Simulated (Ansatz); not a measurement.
# Al2O3, response to strain

The parent structure is Al$_{2}$O$_{3}$ in the corundum structure (space group R-3c, No. 167).

```
Al2O3
1.0
    2.37887     1.37344     4.33076
   -2.37887     1.37344     4.33076
    0.00000    -2.74688     4.33076
Al O
4 6
Cartesian
  0.00000   0.00000   4.57125
  0.00000   0.00000   1.92489
  0.00000   0.00000   8.42103
  0.00000   0.00000  11.06739
 -0.92146   1.37344   7.57883
 -0.72871  -1.48473   7.57883
  1.65016   0.11129   7.57883
  0.92146  -1.37344   5.41345
  0.72871   1.48473   5.41345
 -1.65016  -0.11129   5.41345
```

Cartesian axes are those of the cell as printed.

Strains are applied to the cell and any free atomic positions relax; under biaxial strain the out-of-plane vector relaxes too; under stress the whole cell relaxes.

Computed with r2SCAN, PAW, 500 eV (Ansatz, a quantum-chemistry and plane-wave program; no spin-orbit coupling), earlier PAW set.

Notes on the quantities. energy relative to the base: free energy F.

| case | band gap | energy relative to the base | volume per atom |
|---|---|---|---|
| base | 7.15 eV | 0 meV/atom | 8.49 Å³ |
| biaxial strain −2.52 %, plane normal [001], relaxed out of plane | … | … | … |
| biaxial strain −1.91 %, plane normal [001], relaxed out of plane | 7.54 eV | +12 meV/atom | 8.24 Å³ |
| biaxial strain +2.20 %, plane normal [001], relaxed out of plane | 6.45 eV | +15 meV/atom | 8.78 Å³ |
| tensor shear ε_yz = −2.89 % | 7.08 eV | +13 meV/atom | 8.48 Å³ |
| uniaxial stress, 8 GPa tension along z | 7.00 eV | +3.7 meV/atom | 8.59 Å³ |
| uniaxial stress, 2 GPa compression along z | 7.14 eV | +0.2 meV/atom | 8.47 Å³ |

Complete the table.


- biaxial strain −2.52 %, plane normal [001], relaxed out of plane, band gap: 7.64 eV
- biaxial strain −2.52 %, plane normal [001], relaxed out of plane, energy relative to the base: +21 meV/atom
- biaxial strain −2.52 %, plane normal [001], relaxed out of plane, volume per atom: 8.17 Å³

Beyond what the load breaks, stability against distortions was not tested.
